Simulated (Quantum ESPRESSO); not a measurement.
Input and output of a self-consistent single point for Sr3AlN3 (P6_3/m, 14 atoms in the cell) (Quantum ESPRESSO).

Method: PBEsol, PseudoDojo standard norm-conserving (PBESOL) pseudopotentials (plane waves; Quantum ESPRESSO).

```
CELL_PARAMETERS angstrom
      7.66141     0.00000     0.00000
     -3.83071     6.63498     0.00000
      0.00000     0.00000     5.39586
ATOMIC_POSITIONS crystal
  Sr 0.92783 0.64066 0.25000
  Sr 0.07217 0.35934 0.75000
  Sr 0.28717 0.92783 0.75000
  Sr 0.71283 0.07217 0.25000
  Sr 0.35934 0.28717 0.25000
  Sr 0.64066 0.71283 0.75000
  Al 0.66667 0.33333 0.75000
  Al 0.33333 0.66667 0.25000
  N  0.89394 0.58951 0.75000
  N  0.10606 0.41049 0.25000
  N  0.30443 0.89394 0.25000
  N  0.69557 0.10606 0.75000
  N  0.41049 0.30443 0.75000
  N  0.58951 0.69557 0.25000
```

Reference input (self-consistent single point, DFT, PBEsol, plane waves, PseudoDojo standard norm-conserving (PBESOL) pseudopotentials): ecutwfc = 85 Ry; occupations = smearing; smearing = gauss; degauss = 0.000734986 Ry; potentials = {Sr: Sr.upf, Al: Al.upf, N: N.upf}; K_POINTS = automatic 3 3 3 0 0 0; conv_thr = 1e-08 Ry; mixing_beta = 0.5. This run's input differs from it in these lines:

```diff
@@ -11,3 +11,3 @@
   ntyp = 3,
-  ecutwfc = 85,
+  ecutwfc = 68,
   occupations = 'smearing',
```

Log, with long lists cut:

```
     Self-consistent Calculation

     iteration #  1     ecut=    68.00 Ry     beta= 0.50

     total energy              =    -542.17474493 Ry
     estimated scf accuracy    <       6.02675204 Ry

     iteration #  2     ecut=    68.00 Ry     beta= 0.50

     total energy              =    -543.62922770 Ry
     estimated scf accuracy    <       5.79631436 Ry

     iteration #  3     ecut=    68.00 Ry     beta= 0.50

     total energy              =    -544.60311419 Ry
     estimated scf accuracy    <       0.13481908 Ry

   [... 12 blocks of this kind left out ...]

     iteration # 16     ecut=    68.00 Ry     beta= 0.50

     total energy              =    -544.61069472 Ry
     estimated scf accuracy    <       0.00000016 Ry

     iteration # 17     ecut=    68.00 Ry     beta= 0.50
     End of self-consistent calculation

     the Fermi energy is     7.3315 ev

!    total energy              =    -544.61069477 Ry
     estimated scf accuracy    <          4.8E-09 Ry
     smearing contrib. (-TS)   =      -0.00000000 Ry
     internal energy E=F+TS    =    -544.61069477 Ry

     convergence has been achieved in  17 iterations

     Forces acting on atoms (cartesian axes, Ry/au):

     atom    1 type  1   force =     0.00390265    0.00019471    0.00000000
     atom    2 type  1   force =    -0.00390265   -0.00019471    0.00000000
     atom    3 type  1   force =     0.00178271    0.00347715   -0.00000000
     atom    4 type  1   force =    -0.00178271   -0.00347715   -0.00000000
     atom    5 type  1   force =    -0.00211995    0.00328244    0.00000000
   [... lines left out ...]

     Total force =     0.009817     Total SCF correction =     0.000031

          total   stress  (Ry/bohr**3)                   (kbar)     P=      -33.56
  -0.00022358   0.00000000   0.00000000          -32.89        0.00        0.00
   0.00000000  -0.00022358   0.00000000            0.00      -32.89        0.00
   0.00000000   0.00000000  -0.00023724            0.00        0.00      -34.90

   JOB DONE.
```

The run converged in 17 iterations. Against the reference run the free energy rises by 5.4 meV/atom, the pressure goes from -2.90 to -3.36 GPa, the largest force moves little (0.101 to 0.100 eV/Å) and the gap on the mesh stays at 0.452 eV.

The starting cell comes from a database of computed structures (which also holds hypothetical and non-ambient phases and stackings), without a prior relaxation at this level.

Cost on one core of a shared machine: roughly 2 min.
